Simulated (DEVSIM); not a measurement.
System: Ti/SiO2/p-Ge capacitor, at 300 K.

```csv
layer (left to right),material,thickness (nm),Na (cm⁻³)
1,SiO2,43.0,-
2,Ge,1400,1.8e17
```

Metal gate on the left, work function 4.33 eV. Fixed charge at the semiconductor interface 3.6e11 cm⁻² (in units of +e); no interface traps.

The device is made up for the run: typed textbook-type constants, with dimensions and the other settings drawn at random. Values at 300 K.

| parameter | SiO2 | Ge |
|---|---|---|
| gap (eV) | 9 | 0.664 |
| affinity (eV) | 0.9 | 4 |
| permittivity | 3.9 | 16 |
| Nc (cm⁻³) | - | 1.04e19 |
| Nv (cm⁻³) | - | 6e18 |

Model (solved in DEVSIM): 1D Poisson equation in equilibrium, Boltzmann statistics, complete ionisation; no quantum confinement or tunnelling. Metal contacts follow the ideal Schottky-Mott rule: no Fermi-level pinning, no interface dipoles.

Base results: capacitance of the dielectric stack (μF/cm²) 0.0803; minimum of the low-frequency capacitance (μF/cm²) 0.0607; flat-band voltage (V) -0.96.

### Question
What follows from this one change: gate work function 4.33 → 4.48 eV?

### Answer
capacitance of the dielectric stack little changed (0.0803 μF/cm²); minimum of the low-frequency capacitance little changed (0.0609 μF/cm²); flat-band voltage -0.96 → -0.81 V.

### Question
What follows from this one change: interface trap density 0 → 1e+12 cm^-2 eV^-1?

### Answer
capacitance of the dielectric stack little changed (0.0803 μF/cm²); minimum of the low-frequency capacitance 0.0607 → 0.0671 μF/cm²; flat-band voltage -0.96 → -1.44 V.

### Question
What follows from this one change: substrate doping 1.8e+17 → 9e+15 cm^-3?

### Answer
capacitance of the dielectric stack little changed (0.0803 μF/cm²); minimum of the low-frequency capacitance 0.0607 → 0.0399 μF/cm²; flat-band voltage -0.96 → -0.88 V.
